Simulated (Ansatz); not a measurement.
The structure below was relaxed with Ansatz (a quantum-chemistry and plane-wave program), PBE-D3(BJ), PAW, cutoff 420 eV, scalar-relativistic without spin-orbit coupling, at pressure 7.5 GPa.

Space group P-3m1 (No. 164); a = 3.5530 Å, b = 3.5530 Å, c = 6.1096 Å, α = 90.00°, β = 90.00°, γ = 120.00°

| atom | site | symmetry | x | y | z |
|---|---|---|---|---|---|
| Ti | 1a | -3m. | 0.0000 | 0.0000 | 0.0000 |
| Te | 2d | 3m. | 0.3333 | 0.6667 | 0.2847 |

### Question
Write out a cell with all atoms.

### Answer
```cif
data_Te2Ti
_chemical_formula_sum 'Ti1 Te2'
_space_group_name_H-M_alt 'P 1'
_space_group_IT_number 1
_cell_length_a 3.55301
_cell_length_b 3.55301
_cell_length_c 6.10956
_cell_angle_alpha 90.000
_cell_angle_beta 90.000
_cell_angle_gamma 120.000
loop_
_space_group_symop_operation_xyz
  'x, y, z'
loop_
_atom_site_label
_atom_site_type_symbol
_atom_site_fract_x
_atom_site_fract_y
_atom_site_fract_z
_atom_site_occupancy
Ti1 Ti 0.00000 0.00000 0.00000 1
Te1 Te 0.33333 0.66667 0.28472 1
Te2 Te 0.66667 0.33333 0.71528 1
```
This is the conventional cell.

Load acts through the strain it causes; cell and atoms are relaxed under it. Whether these cells are dynamically stable was not tested. Competing high-pressure phases were not computed. The final runs are not spin-polarised. The cell was made from TiTe$_{2}$ in the CdI2 type structure (space group P-3m1, No. 164; layered, stacked along the Cartesian z axis) by this change: pressure 7.5 GPa.
